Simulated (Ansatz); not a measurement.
**Hypothetical Pm-3m TaN under a change: biaxial strain −4.73 %, plane normal [110], relaxed out of plane**

The reference is TaN (space group Pm-3m, No. 221; a = 4.213 Å; a hypothetical phase, not in the database extracts checked). Axes: x, y, z lie along the cube axes.

Now apply this change: biaxial strain −4.73 %, plane normal [110], relaxed out of plane (Cartesian); in-plane vectors clamped, the third vector and the atoms free.

Computed with PBEsol (Ansatz, a quantum-chemistry and plane-wave program, PAW, no spin-orbit coupling). Γ-centred 11×11×11 mesh, Fermi–Dirac width 0.05 eV.

| quantity | base | changed | shift |
|---|---|---|---|
| volume per atom | 12.46 Å³ | 11.91 Å³ | -0.557 Å³ |
| space group | Pm-3m (No. 221) | Cmmm (No. 65) | – |
| shortest interatomic distance | 2.107 Å | 2.007 Å | -0.100 Å |
| energy relative to the base (free energy F) | 0 meV/atom | +77 meV/atom | +77 meV/atom |
| pressure (mean of the normal stresses, compression positive) | 0.0 GPa | 15.9 GPa | +15.9 GPa |
| band gap | zero | zero | – |
| out-of-plane strain (rough) | – | +5.26 % | – |
| mean in-plane stress (compression positive) (rough) | – | +23.8 GPa | – |

Final structure (turned so that z lies along the plane normal):

```yaml
crystal:
  lattice:
    - [4.01391, 0.00000, 0.00000]
    - [0.00000, 5.67652, 0.00000]
    - [0.00000, 2.83826, 3.13578]
  atoms:
    - { symbol: Ta, position: [0.50000, 0.50000, 0.50000] }
    - { symbol: Ta, position: [0.50000, 0.00000, 0.50000] }
    - { symbol: Ta, position: [0.00000, 0.50000, 0.00000] }
    - { symbol: N, position: [0.00000, 0.00000, 0.50000] }
    - { symbol: N, position: [0.00000, 0.50000, 0.50000] }
    - { symbol: N, position: [0.50000, 0.00000, 0.00000] }
```

Without a gap, meshes like the base's 11×11×11 leave anisotropic stresses uncertain by several tenths of a GPa, and small strain energies with them. Whether these cells are dynamically stable was not tested. The final runs are not spin-polarised.
